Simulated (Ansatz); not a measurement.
An Ansatz (a quantum-chemistry and plane-wave program) run: Ce with a change (isotropic strain +0.86 %); PBEsol, PAW, 420 eV (Ansatz; no SOC).

Input:

Ansatz 0.2 input:
```yaml
crystal:
  lattice:
    - [0, 2.3108036124, 2.3108036124]
    - [2.3108036124, 0, 2.3108036124]
    - [2.3108036124, 2.3108036124, 0]
  atoms:
    - { symbol: Ce, position: [0, 0, 0] }
basis: { ecutwfc: 420, ecutrho_ratio: 4, xc_grid: 2, fft_grid_basis: typed }
kpoints: { mp_grid: { grid: [17, 17, 17] } }
hamiltonian:
  xc: pbesol
  dispersion: none
  pseudopotentials: { kind: paw }
scf: { occupations: { method: fermi_dirac, width: 0.05 }, convergence: { dr2_threshold: 0.0000000001 } }
relax: { f_tol: 0.005, max_steps: 50 }
output: { forces: true, stress: true }
checkpoint: { write: state.ck, write_every: 1000 }
```

Output (explanatory and most iteration lines left out):

```
Relaxation: its limit of steps is 50 (relax.max_steps)
Pseudopotential: Ce, paw, valence charge 12
Crystal: 1 atoms, lattice volume = 24.679 Å³
Basis set: ecut = 420 eV, 531 PW (Γ), exchange–correlation on 48×48×48 points (8 copies of the dense FFT grid, shifted against one another)
Bands: 16, of which v1, the nominal top of the filled ones, is band 6 counted from 1 (5 counted from 0)
Symmetry: 48 space group operations
Space group: Fm-3m (ITA 225), of the structure as read, at distance tolerance 2.9e-5 Å
k-points: 165 of 4913
Functional: x = pbesol(κ = 0.804, μ = 0.12345679012345678), c = pbesol(β = 0.046)
SCF iter   1: F=—  HF=-6484.852645 eV  |F-HF|=—  |Δ(HF+E_count)|=         —  Δρ=1.21e-2  dr2=2.74e-2  ethr=1.77e-3  ⟨swp⟩=6.0  Hψ=15361  notcnv=0
SCF iter   2: F=—  HF=-6484.853081 eV  |F-HF|=—  |Δ(HF+E_count)|=   4.37e-4  Δρ=8.38e-3  dr2=1.47e-2  ethr=2.29e-4  ⟨swp⟩=1.7  Hψ=4255  notcnv=0
SCF 1 converged in 7 iterations: F = -6484.851786 eV  dr2 = 8.33e-12
relax step   1: F+E_penalty+E_count = -6484.85178632 eV  Δ(F+E_penalty+E_count) = +0.000e0 eV  max|allowed force component| = 0.000e0 eV/Å  Δτ_max = 0.0000 Å  (7 SCF iters, accepted)
SCF converged after 7 iterations
Free energy (F): -6484.851786 eV
Internal energy: -6484.831905 eV  (E = F + TS)
E sigma→0 (E₀):  -6484.841846 eV
Entropy (-TS):   -0.019881 eV (-19.881 meV/atom)
Fermi energy:    17.556971 eV
--- Forces (eV/Å), atoms counted from 1 ---
  atom   1  Ce    -0.00000000    -0.00000000     0.00000000
--- Stress (GPa, compression-positive) ---
       -1.228542       0.000000       0.000000
        0.000000      -1.228542       0.000000
        0.000000       0.000000      -1.228542
  P = ⅓ Tr σ = -1.2285 GPa (-12.285 kbar)
--- Relaxed structure (1 steps of the walk, 1 accepted, 0 SCFs on fresh bases) ---
  atoms:
    - { symbol: Ce, position: [0.0, 0.0, 0.0] }
```

Open 4f shells without U are poorly described, and the f state was not checked. Stability against distortions was not tested. All final runs are without spin polarisation. The cell was made from Ce in the fcc (Cu type) structure (space group Fm-3m, No. 225) by this change: isotropic strain +0.86 %.
